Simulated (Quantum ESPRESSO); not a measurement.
**Variants of one calculation on SrMg2Bi2 (P1, 5 atoms in the cell)**

```
Sr(MgBi)2
1.0
    4.82971     0.00000     0.00000
   -2.41486     4.18265     0.00000
    0.00000     0.00000     7.98289
Sr Mg Bi
1 2 2
Direct
  0.99992   0.00423   0.99895
  0.66525   0.33038   0.37311
  0.33246   0.66837   0.62532
  0.66371   0.32853   0.74763
  0.33866   0.66849   0.25499
```

Base run A: PBEsol, SSSP 1.1.2 efficiency (PBE) pseudopotentials (Quantum ESPRESSO), self-consistent single point.

Its settings: ecutwfc = 40 Ry; ecutrho = 320 Ry; occupations = smearing; smearing = gauss; degauss = 0.000734986 Ry; input_dft = pbesol; potentials = {Sr: Sr_pbe_v1.uspp.F.UPF, Mg: Mg.pbe-n-kjpaw_psl.0.3.0.UPF, Bi: Bi_pbe_v1.uspp.F.UPF}; K_POINTS = automatic 4 4 2 0 0 0; conv_thr = 1e-10 Ry; mixing_beta = 0.7.

The starting cell comes from a database of computed structures (which also holds hypothetical and non-ambient phases and stackings), without a prior relaxation at this level. Its atoms were displaced at random from the sites of space group no. 164. Spin-orbit coupling is off.

ΔF is the free energy per atom less that of run A. 

Run A gave: pressure (GPa) -1.13; largest force (eV/Å) 0.165; gap on the mesh (eV) 0.398; k-points 20.

Runs:
- B: nbnd: default → 24
- C: K_POINTS: automatic 4 4 2 0 0 0 → automatic 3 3 2 1 1 1
- D: conv_thr: 1e-10 Ry → 7.3e-05 Ry
- E: ecutwfc: 40 Ry → 36 Ry; ecutrho: 320 Ry → 288 Ry
- F: nosym: default → true
- G: diagonalization: default → rmm-davidson

Task: What does run C change against A?

Result: The free energy goes down by 37.4 meV/atom, the pressure stays near -1.21 GPa while the zz stress (positive for compression) goes from -1.36 to -0.93 GPa, the largest force goes from 0.165 to 0.176 eV/Å and the gap on the mesh goes from 0.398 to 1.218 eV.

Task: What does run D change against A?

Result: The free energy is nearly the same (within 1 meV/atom), the pressure hardly changes (-1.13 to -1.21 GPa), the largest force goes from 0.165 to 0.148 eV/Å and the gap on the mesh moves little (0.398 to 0.397 eV).

Task: What does run E change against A?

Result: The free energy goes up by 8.6 meV/atom, the pressure moves little (-1.13 to -1.10 GPa), the largest force stays at 0.165 eV/Å and the gap on the mesh stays at 0.398 eV.

| run | ΔF (meV/atom) | pressure (GPa) | largest force (eV/Å) | gap on the mesh (eV) | k-points |
|---|---|---|---|---|---|
| A | 0.00 | -1.13 | 0.165 | 0.398 | 20 |
| B | 0.00 | -1.13 | 0.166 | 0.398 | 20 |
| C | -37.4 | -1.21 | 0.176 | 1.218 | 27 |
| D | 0.01 | -1.21 | 0.148 | 0.397 | 20 |
| E | 8.6 | -1.10 | 0.165 | 0.398 | 20 |
| F | 0.00 | -1.13 | 0.165 | 0.398 | 20 |
| G | 0.00 | -1.13 | 0.165 | 0.398 | 20 |
